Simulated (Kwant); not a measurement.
System: In0.53Ga0.47As/InP stack with 1 barrier. One parabolic valley. Leads of mass 0.041 mₑ with the band edge at 0; grid 0.1 nm; bias swept from 0.01 to 0.44931 V, dropping linearly over the stack. Emitter Fermi level 0.039 eV, 300 K, equal in the collector.

```tsv
layer	thickness (nm)	band offset (eV)	mass (mₑ)
1	6	0.25	0.08
```

Constants are typed, rounded textbook-type inputs, not results; the design itself was drawn at random and stands for no fabricated device.

Computed with Kwant: one-band effective-mass tight-binding model in one dimension, coherent, no space charge, current by the Tsu-Esaki formula.

Sweep values stay those of the base run.

Base results: J (A/cm²) at bias = 0.4493 V 131000; J (A/cm²) at bias = 0.1114 V 4410; J (A/cm²) at bias = 0.2297 V 13800; J (A/cm²) at bias = 0.3310 V 38900.

### Question
What follows from this one change: temperature 300 → 77 K?

### Answer
J at bias = 0.4493 V 131000 → 25200 A/cm²; J at bias = 0.1114 V 4410 → 891 A/cm²; J at bias = 0.2297 V 13800 → 2550 A/cm²; J at bias = 0.3310 V 38900 → 6770 A/cm².

### Question
What follows from this one change: thickness of the first barrier 6 → 8.4 nm?

### Answer
J at bias = 0.4493 V 131000 → 87200 A/cm²; J at bias = 0.1114 V 4410 → 710 A/cm²; J at bias = 0.2297 V 13800 → 4560 A/cm²; J at bias = 0.3310 V 38900 → 21200 A/cm².

### Question
What follows from this one change: height of the first barrier 0.25 → 0.2 eV?

### Answer
J at bias = 0.4493 V 131000 → 378000 A/cm²; J at bias = 0.1114 V 4410 → 14400 A/cm²; J at bias = 0.2297 V 13800 → 48200 A/cm²; J at bias = 0.3310 V 38900 → 136000 A/cm².

### Question
What follows from this one change: Fermi level in the emitter 0.039 → 0.019 eV?

### Answer
J at bias = 0.4493 V 131000 → 68300 A/cm²; J at bias = 0.1114 V 4410 → 2300 A/cm²; J at bias = 0.2297 V 13800 → 7140 A/cm²; J at bias = 0.3310 V 38900 → 20000 A/cm².
